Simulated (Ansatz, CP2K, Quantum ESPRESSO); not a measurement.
## ScOF (P1, 6 atoms in the cell) computed with different codes at matched settings

Self-consistent single point, at a second geometry (atoms moved at random). First geometry:

```xyz
6
Lattice="3.6275 0.0000 0.0000 0.0000 3.6275 0.0000 0.0000 0.0000 5.1722" Properties=species:S:1:pos:R:3 pbc="T T T"
Sc     1.8138     0.0000     3.6508
Sc     0.0000     1.8138     1.5214
O      0.0000     0.0000     2.5861
O      1.8138     1.8138     2.5861
F      1.8138     1.8138     0.0000
F      0.0000     0.0000     0.0000
```

Second geometry:
```
CELL_PARAMETERS angstrom
      3.62752     0.00000     0.00000
      0.00000     3.62752     0.00000
      0.00000     0.00000     5.17220
ATOMIC_POSITIONS crystal
  Sc 0.51231 0.00191 0.70135
  Sc 0.99386 0.50944 0.29819
  O  0.98488 0.00946 0.50768
  O  0.53219 0.49775 0.48869
  F  0.48345 0.48997 0.99884
  F  0.99331 0.99147 0.00526
```

Shared settings, as Ansatz (a program for electronic structure) writes them: kpoints.mp_grid.grid = 7 7 5; scf.occupations.method = fixed. Potentials and cutoffs stand in the table.

```
code                                                                                             model  ΔF from the first geometry (meV/atom)  pressure (GPa)  largest force (eV/Å)  gap on the mesh (eV)       cutoff
----------------  ------------------------------------------------------------------------------------  -------------------------------------  --------------  --------------------  --------------------  -----------
Quantum ESPRESSO                LDA (PW92), PseudoDojo standard norm-conserving (LDA) pseudopotentials                                   32.6           -9.90                 2.132                 4.375        85 Ry
CP2K              LDA (Pade form), GPW, DZVP-MOLOPT-SR-GTH basis, GTH-PADE potentials (GTH_POTENTIALS)                                   34.3           -9.35                 2.161                 4.349  grid 600 Ry
Ansatz                                                             LDA (PW92), PAW files made with PBE                                   32.5          -10.20                 2.122                 4.354      default
```

Size of the force on each atom (eV/Å): Sizes of forces hide their directions.

| code | Sc1 | Sc2 | O3 | O4 | F5 | F6 |
|---|---|---|---|---|---|---|
| Quantum ESPRESSO | 0.511 | 0.987 | 1.641 | 2.132 | 0.393 | 0.236 |
| CP2K | 0.544 | 1.025 | 1.667 | 2.161 | 0.375 | 0.211 |
| Ansatz | 0.513 | 0.984 | 1.636 | 2.122 | 0.392 | 0.235 |

Gaps are read on the mesh.

The spread over the programs that give each value: ΔF from the first geometry within 1.8 meV/atom; pressure within 0.85 GPa; largest force within 0.039 eV/Å; gap on the mesh within 0.026 eV.

CP2K uses small atom-centred bases, whose incompleteness enters pressures, forces and empty levels differently from a plane-wave cutoff. Ansatz's pressure is given at a fixed set of plane waves, as the other plane-wave codes print theirs; with its correction for the finite basis it is -9.60 GPa (the shift of 0.60 GPa shows how far the cutoff is from converged).

The starting cell comes from a database of computed structures (which also holds hypothetical and non-ambient phases and stackings), without a prior relaxation at this level. For this run, on top of that: atoms moved at random.

Keys are those of Ansatz 0.2.
